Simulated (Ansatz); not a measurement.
Cells marked so need not be the phases stable at ambient conditions, and some may be hypothetical.

The gap is the functional's own. No spin-orbit coupling. Mid-gap values are interpolated on the energy grid.

A. LaN (P4/nmm, not sure to be the ambient phase, 4 atoms a cell, 18.7 Å³ an atom), along the normal of (100)
B. Cs(TeO₃)₂ (R-3m, not sure to be the ambient phase, 18 atoms a cell, 15.7 Å³ an atom), along the normal of (001)
C. CsHS (I4/m, not sure to be the ambient phase, 12 atoms a cell, 26.4 Å³ an atom), along the normal of (110)

**Question.** Order them by mid-gap decay constant of the slowest evanescent state (lowest first) at the level r2SCAN run with Ansatz (an electronic-structure program).

**Answer.** B (0.08 1/Å), A (0.24 1/Å), C (0.34 1/Å)
